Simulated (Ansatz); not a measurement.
Reference: monolayer GeS, HSE06, rigid bands (plane waves, PAW, scalar-relativistic; Ansatz, a program for electronic structure); geometry: cell and atoms relaxed with PBE.

```cif
data_Ge2S2
_chemical_formula_sum 'Ge2 S2'
_space_group_name_H-M_alt 'P 1'
_space_group_IT_number 1
_cell_length_a 3.63854
_cell_length_b 4.52713
_cell_length_c 18.67823
_cell_angle_alpha 90.000
_cell_angle_beta 90.000
_cell_angle_gamma 90.000
loop_
_space_group_symop_operation_xyz
  'x, y, z'
loop_
_atom_site_label
_atom_site_type_symbol
_atom_site_fract_x
_atom_site_fract_y
_atom_site_fract_z
_atom_site_occupancy
Ge1 Ge 0.75000 0.86851 0.56881 1
Ge2 Ge 0.25000 0.36851 0.43119 1
S1 S 0.25000 0.50609 0.55663 1
S2 S 0.75000 0.00609 0.44337 1
```

| Item | Value |
|---|---|
| band gap | 2.48 eV |
| electron conductivity mass | 0.34 mₑ |

### Question
Swap S for Se, keeping the structure type. How do these values move?

### Answer
band gap falls (2.48 eV to 1.57 eV); electron conductivity mass falls (0.34 mₑ to 0.178 mₑ).

### Question
Swap Ge for Sn, keeping the structure type. How do these values move?

### Answer
band gap falls (2.48 eV to 2.08 eV); electron conductivity mass falls (0.34 mₑ to 0.21 mₑ).

Moves up to 5 % count as about the same. Masses are for dilute carriers at 300 K, harmonic means over directions unless an axis is named. Spin-orbit coupling is left out.
